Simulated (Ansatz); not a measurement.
Consider O vacancy in anatase TiO2 with all lengths changed by -1 %, charge state +2. The step: a nearby O atom hops onto the vacant site; the atom moves 1.91 Å along (0.00, 0.40, -0.12) of the unit cell; the moving atom starts with neighbours Ti at 1.88, Ti at 1.90, Ti at 2.19 Å and ends with Ti at 1.88, Ti at 1.90, Ti at 2.19 Å. DFT values are from Ansatz (plane-wave PAW, 420 eV unless said) in a cell of 108 host sites, spin-restricted, static, with no finite-size correction. The charge state is imposed; whether it is stable for some Fermi level was not computed. Forms of the defect that were not tried may lie lower. For the PBE band: the saddle point's order was not checked, and it lies on a symmetry element of the cell, where a band can be held.

| Level | Forward barrier (eV) | Cost of the band or of the saddle's single point |
|---|---|---|
| CHGNet universal potential (has no charge state), its own band | 0.31 | - |
| PBE, the Γ point alone, band relaxed | 0.11 | roughly 50 core-minutes |
| PBE, a 2×2×2 k-point mesh shifted by half a step, same geometries | 0.09 | roughly 7 core-minutes |

Ansatz is a program for electronic structure.
